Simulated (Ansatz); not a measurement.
A self-consistent single point of VSi (P6_3/mmc, 8 atoms in the cell) with Ansatz (an electronic-structure program).

Level of theory: PBE (plane waves, PAW; Ansatz).

```
VSi
1.0
    3.41115     0.00000     0.00000
   -1.70557     2.95414     0.00000
    0.00000     0.00000    11.50794
V Si
4 4
Cartesian
  0.00000   1.96943   1.43849
  1.70558   0.98471   7.19246
  1.70558   0.98471  10.06944
  0.00000   1.96943   4.31548
  0.00000   0.00000   0.00000
  0.00000   0.00000   5.75397
  0.00000   1.96943   8.63095
  1.70558   0.98471   2.87698
```
Moments meant for the start (each program seeds them in its own way; μB, in the order of the atoms V V V V Si Si Si Si): 2.0 2.0 2.0 2.0 0.0 0.0 0.0 0.0.

Reference input (self-consistent single point, DFT, PBE, plane waves, default PAW files): kpoints.mp_grid.grid = 8 8 2; hamiltonian.xc = pbe; hamiltonian.pseudopotentials = {kind: paw} (the program's default PAW files); magnetization.spin_polarized = true; scf.occupations.method = cold; scf.occupations.width = 0.1 eV. This run's input differs from it in these lines:

Ansatz 0.2 input:
```diff
@@ -15,3 +15,3 @@
 kpoints:
-  mp_grid: { grid: [8, 8, 2] }
+  mp_grid: { grid: [9, 9, 3] }
 hamiltonian:
@@ -22,3 +22,3 @@
 scf:
-  occupations: { method: cold, width: 0.1 }
+  occupations: { method: cold, width: 0.03 }
 output:
```

Log, with long lists cut:

```
SCF iter   1: F=—  HF=-14196.958076 eV  |F-HF|=—  |Δ(HF+E_count)|=         —  Δρ=1.16e-1 (↑1.16e-1 ↓5.71e-2)  dr2=6.63e0  dr2_m=7.37e0  M=0.742 μB ∫|m|=1.755 μB  β_m=0.30  ethr=3.10e-3  ⟨swp⟩=6.2  Hψ=8093  notcnv=0
Mixer restart at iter 1: flushing history
all-band conjugate gradients solve this SCF's bands
preconditioner: auto → Kerker (q_TF=auto, 2.496 Å⁻¹)
spin=Collinear: Kerker preconditioning applied to the charge; magnetization (m = ρ↑ − ρ↓) channel mixes plain (no charge-response kernel on spin).
   [... lines left out ...]
SCF iter  12: F=—  HF=-14193.734848 eV  |F-HF|=—  |Δ(HF+E_count)|=   1.28e-9  S|Δr|=    0.00e0  Δρ=8.58e-7 (↑7.49e-7 ↓8.58e-7)  dr2=7.55e-10  dr2_m=5.60e-10  M=0.000 μB ∫|m|=0.000 μB  β_m=0.97  ethr=1.19e-11  ⟨swp⟩=3.0  Hψ=4640  notcnv=0
SCF iter  13: F=-14193.734848 eV  HF=-14193.734848 eV  |F-HF|=3.84e-10  |Δ(HF+E_count)|=  4.26e-10  S|Δr|=    0.00e0  Δρ=4.72e-7 (↑4.72e-7 ↓1.53e-7)  dr2=4.18e-10  dr2_m=3.36e-11  M=0.000 μB ∫|m|=0.000 μB  ethr=1.11e-12  ⟨swp⟩=2.4  Hψ=4110  notcnv=0
SCF 1 converged in 13 iterations: F = -14193.734848 eV  dr2 = 4.18e-10
WARN: the starting moments were not kept: the SCF closed with an absolute magnetisation of 1.9e-5 μB, where they sum to 8 μB in size (4 sites) …
   [... lines left out ...]
Absolute magnetization: 0.0000 μB (∫|ρ↑−ρ↓|, with the PAW one-centre terms)
Free energy (F): -14193.734848 eV
Fermi energy:    12.614304 eV
   [... lines left out ...]
  atom   8  Si    -0.00000000    -0.00000000     0.00000000
--- Stress (GPa, compression-positive) ---
        0.320492      -0.000000       0.000000
        0.000000       0.320492       0.000000
        0.000000       0.000000       5.535586
  P = ⅓ Tr σ = 2.0589 GPa (20.589 kbar)
  The stress holds the Pulay correction. Without it, at fixed plane waves, as pw.x and ABINIT print it: P = 2.0036 GPa
```

The run converged in 13 iterations. Against the reference run the free energy falls by 1.7 meV/atom, the pressure stays near 2.06 GPa while the zz stress (positive for compression) goes from 5.87 to 5.54 GPa and the largest force goes from 1.873 to 1.860 eV/Å.

The starting cell was generated: these elements placed on a structure prototype, without a prior relaxation; it need not be a known phase or ordering of this composition. Its lattice was rescaled by a random factor within 2.5 % of one. The starting moments vanished: the run ended non-magnetic, which need not be the lowest state. The program warned that a starting moment was not kept. Forces in this geometry exceed 1 eV/Å. Ansatz's pressure includes its estimate of the finite-basis (Pulay) stress.
